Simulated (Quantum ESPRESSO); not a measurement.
Input and output of a self-consistent single point for WSi2 (I4/mmm, 3 atoms in the cell) (Quantum ESPRESSO).

Computed with PBE, PseudoDojo standard norm-conserving (PBE) pseudopotentials (plane waves; Quantum ESPRESSO 7.5).

The change in words: lattice scaled by 0.98. Reference geometry:
```yaml
crystal:
  lattice:
    - [-1.60500, 1.60500, 3.91500]
    - [1.60500, -1.60500, 3.91500]
    - [1.60500, 1.60500, -3.91500]
  atoms:
    - { symbol: Si, position: [0.66500, 0.66500, 0.00000] }
    - { symbol: Si, position: [0.33500, 0.33500, 0.00000] }
    - { symbol: W, position: [0.00000, 0.00000, 0.00000] }
```

Reference input (self-consistent single point, DFT, PBE, plane waves, PseudoDojo standard norm-conserving (PBE) pseudopotentials): ecutwfc = 75 Ry; occupations = smearing; smearing = fd; degauss = 0.0073499 Ry; potentials = {Si: Si.upf, W: W.upf}; K_POINTS = automatic 10 10 10 0 0 0; conv_thr = 1e-09 Ry; mixing_beta = 0.7. This run's input differs from it in these lines:

```diff
@@ -24,5 +24,5 @@
 CELL_PARAMETERS bohr
-  -3.0330104300     3.0330104300     7.3982777779
-   3.0330104300    -3.0330104300     7.3982777779
-   3.0330104300     3.0330104300    -7.3982777779
+  -2.9723502214     2.9723502214     7.2503122223
+   2.9723502214    -2.9723502214     7.2503122223
+   2.9723502214     2.9723502214    -7.2503122223
 ATOMIC_POSITIONS crystal
```

The program printed (abridged):

```
     Self-consistent Calculation

     iteration #  1     ecut=    75.00 Ry     beta= 0.70

     Threshold (ethr) on eigenvalues was too large:
     Diagonalizing with lowered threshold

     total energy              =    -168.68917529 Ry
     estimated scf accuracy    <       0.03565854 Ry

     iteration #  2     ecut=    75.00 Ry     beta= 0.70

     total energy              =    -168.69168058 Ry
     estimated scf accuracy    <       0.00179989 Ry

     iteration #  3     ecut=    75.00 Ry     beta= 0.70
     c_bands:  2 eigenvalues not converged

     total energy              =    -168.69193620 Ry
     estimated scf accuracy    <       0.00038789 Ry

   [... 4 blocks of this kind left out ...]

     iteration #  8     ecut=    75.00 Ry     beta= 0.70

     total energy              =    -168.69208757 Ry
     estimated scf accuracy    <          2.7E-09 Ry

     iteration #  9     ecut=    75.00 Ry     beta= 0.70
     End of self-consistent calculation

     Number of k-points >= 100: set verbosity='high' to print the bands.

     the Fermi energy is    17.9595 ev

!    total energy              =    -168.69208758 Ry
     estimated scf accuracy    <          3.3E-11 Ry
     smearing contrib. (-TS)   =      -0.00078483 Ry
     internal energy E=F+TS    =    -168.69130274 Ry

     convergence has been achieved in   9 iterations

     Forces acting on atoms (cartesian axes, Ry/au):

     atom    1 type  1   force =    -0.00000000    0.00000000    0.01187743
     atom    2 type  1   force =    -0.00000000    0.00000000   -0.01187743
     atom    3 type  2   force =     0.00000000    0.00000000    0.00000000

     Total force =     0.016797     Total SCF correction =     0.000001

          total   stress  (Ry/bohr**3)                   (kbar)     P=      203.50
   0.00133500   0.00000000   0.00000000          196.38        0.00        0.00
   0.00000000   0.00133500  -0.00000000            0.00      196.38       -0.00
   0.00000000  -0.00000000   0.00148013            0.00       -0.00      217.73

   JOB DONE.
```

The run converged in 9 iterations. Against the reference run the free energy rises by 58.1 meV/atom, the pressure goes from 3.97 to 20.35 GPa and the largest force goes from 0.118 to 0.305 eV/Å. The full log also holds: “c_bands:  2 eigenvalues not converged”.

The starting cell has typed, rounded lattice constants, without a prior relaxation at this level. For this run, on top of that: lattice scaled by 0.98. Spin-orbit coupling is off. Spin polarisation is off. With a pressure of about 20 GPa the cell is away from its equilibrium volume at this level.

Cost on one core of a shared machine: roughly 2 min.
